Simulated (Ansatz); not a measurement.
The parent structure is HfN in the rock salt structure (space group Fm-3m, No. 225; a = 4.5016 Å).

The change: a hydrostatic pressure of 15 GPa.

Levels (all Ansatz, a program for electronic structure, PAW): PBEsol (420 eV, without spin-orbit coupling); r2SCAN (500 eV, no spin-orbit coupling).

The geometry is relaxed with PBEsol.

| Quantity | Value |
|---|---|
| PBEsol pressure | 15.0 GPa |

How does going to r2SCAN change the pressure?

The pressure grows by 5.5 GPa (15.0 GPa → 20.5 GPa).

Single points use the geometry relaxed with PBEsol. Their cutoffs differ, which shifts pressures a little. Load acts through the strain it causes; cell and atoms are relaxed under it. Stability against distortions was not tested. Competing high-pressure phases were not computed. The final runs are not spin-polarised. An odd electron count without spin: HfN.
